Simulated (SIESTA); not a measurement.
SIESTA run on I (Cmce, 4 atoms in the cell): self-consistent single point.

Method of the run: GGA PBE with spin-orbit coupling, numerical atomic orbitals DZP, PseudoDojo PBE fully relativistic norm-conserving potentials (rewritten from UPF to PSML) run with SIESTA.

```
I
1.0
    2.39500    -3.63500     0.00000
    2.39500     3.63500     0.00000
    0.00000     0.00000     9.79000
I
4
Direct
  0.84600   0.84600   0.88300
  0.65400   0.65400   0.38300
  0.34600   0.34600   0.61700
  0.15400   0.15400   0.11700
```

Reference input (self-consistent single point, DFT, GGA PBE, numerical atomic orbitals DZP, PseudoDojo PBE standard norm-conserving potentials (rewritten from UPF to PSML)): XC.functional = GGA; XC.authors = PBE; potentials = PseudoDojo PBE standard; PAO.BasisSize = DZP; PAO.EnergyShift = 0.005 Ry; MeshCutoff = 400 Ry; kgrid.MonkhorstPack = 3 3 2; OccupationFunction = FD; ElectronicTemperature = 232.09 K; MaxSCFIterations = 150; SCF.Mixer.Method = Pulay; SCF.Mixer.Weight = 0.2. This run's input differs from it in these lines:

```diff
@@ -1,2 +1,2 @@
-# files in the folder: I.psml (PseudoDojo PBE standard)
+# files in the folder: I.psml (PseudoDojo PBE fully relativistic)
 SystemName  I
@@ -35,2 +35,9 @@
 ElectronicTemperature        232.09 K
+Spin                         spin-orbit
+%block DM.InitSpin
+  1 0.00 0.00 0.00
+  2 0.00 0.00 0.00
+  3 0.00 0.00 0.00
+  4 0.00 0.00 0.00
+%endblock DM.InitSpin
```

Log, with long lists cut:

```
        iscf     Eharris(eV)        E_KS(eV)     FreeEng(eV)     dDmax    Ef(eV) dHmax(eV)
   scf:    1    -1404.344770    -1407.314180    -1407.314180  0.279600 -4.188964  0.920049
     spin moment: {S} , |S| = {   -0.00000   -0.00000    0.00000 }     0.00000
   scf:    2    -1407.486407    -1407.417634    -1407.417634  0.013945 -4.322744  0.666340
     spin moment: {S} , |S| = {    0.00000    0.00000   -0.00000 }     0.00000
   scf:    3    -1407.508296    -1407.512582    -1407.512582  0.030479 -4.621645  0.101550
     spin moment: {S} , |S| = {    0.00000    0.00000   -0.00000 }     0.00000
   [... lines left out ...]
     spin moment: {S} , |S| = {    0.00000   -0.00000   -0.00000 }     0.00000
   scf:    7    -1407.518539    -1407.518885    -1407.518885  0.000286 -4.514335  0.000244
     spin moment: {S} , |S| = {    0.00000    0.00000   -0.00000 }     0.00000
   scf:    8    -1407.518926    -1407.518885    -1407.518885  0.000023 -4.514460  0.000042
     spin moment: {S} , |S| = {    0.00000   -0.00000    0.00000 }     0.00000
   scf:    9    -1407.518881    -1407.518885    -1407.518885  0.000002 -4.514476  0.000026
     spin moment: {S} , |S| = {    0.00000    0.00000   -0.00000 }     0.00000
SCF Convergence by DM+H criterion
max |DM_out - DM_in|         :     0.0000021664
max |H_out - H_in|      (eV) :     0.0000255524
SCF cycle converged after 9 iterations

Using DM_out to compute the final energy and forces

siesta: E_KS(eV) =            -1407.5189

siesta: E_KS - E_eggbox =     -1407.5189

siesta: Atomic forces (eV/Ang):
     1   -0.610115    0.000000   -0.986894
     2    0.610115   -0.000000   -0.986894
     3   -0.610115   -0.000000    0.986894
     4    0.610115    0.000000    0.986894
   Tot    0.000000    0.000000   -0.000000
   Max    0.986894
   Res    0.669875    sqrt( Sum f_i^2 / 3N )
   Max    0.986894    constrained

Stress tensor Voigt[x,y,z,yz,xz,xy] (kbar):       -7.26       -3.35      -27.24       -0.00       -0.00        0.00
(Free)E + p*V (eV/cell)    -1406.1765
   [... lines left out ...]
siesta: FreeEng =     -1407.518885
   [... lines left out ...]
siesta:    -0.004532    0.000000   -0.000000
siesta:     0.000000   -0.002090   -0.000000
siesta:    -0.000000   -0.000000   -0.017004

siesta: Cell volume =        170.460053 Ang**3

siesta: Pressure (static):
siesta:                Solid            Molecule  Units
siesta:           0.00008577          0.00021915  Ry/Bohr**3
siesta:           0.00787528          0.02012104  eV/Ang**3
siesta:          12.61759062         32.23746103  kBar
```

The run converged in 9 iterations. Against the reference run the pressure goes from 0.93 to 1.26 GPa, the largest force goes from 1.017 to 1.160 eV/Å and the gap on the mesh goes from 1.115 to 0.971 eV.

The starting cell has typed, rounded lattice constants, without a prior relaxation at this level. Values carry the incompleteness of an atom-centred basis. Forces in this geometry exceed 1 eV/Å.

Cost on one core of a shared machine: roughly 30 s.
